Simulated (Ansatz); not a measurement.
The starting structures come from a database of crystals and need not be the phases stable at ambient conditions.

Tunnelling through a barrier is set by its complex band structure: the current falls as exp(−2κd) with the smallest κ.

Data:

```
CELL_PARAMETERS angstrom
      3.99356     0.00000     0.00000
      0.00000     5.68747     0.00000
      1.99678     0.00000     7.30269
ATOMIC_POSITIONS crystal
  Sr 0.34254 0.04460 0.31492
  Sr 0.65746 0.54460 0.68508
  Mg 0.91551 0.59536 0.16898
  Mg 0.08449 0.09536 0.83102
  F  0.83827 0.31016 0.32346
  F  0.16173 0.81016 0.67654
  F  0.03426 0.43052 0.93148
  F  0.96574 0.93052 0.06852
  F  0.79802 0.78907 0.40396
  F  0.20198 0.28907 0.59604
  F  0.41612 0.61328 0.16776
  F  0.58388 0.11328 0.83224
```

Space group of this cell: Cmc2_1. The cell is taken as given; by r2SCAN its mean pressure is -3.4 GPa.

Transport runs along the normal of the first two printed cell vectors.

The gap is the functional's own, uncorrected, and κ follows it; spin-orbit coupling is left out. Mid-gap values are interpolated between the computed energies.

### Question
Predict the band gap and the smallest decay constant κ at mid-gap from r2SCAN (Ansatz, a program for electronic structure).

### Answer
Gap 7.52 eV on a 8×6×8 mesh; κ = 0.539 1/Å, at the zone centre.
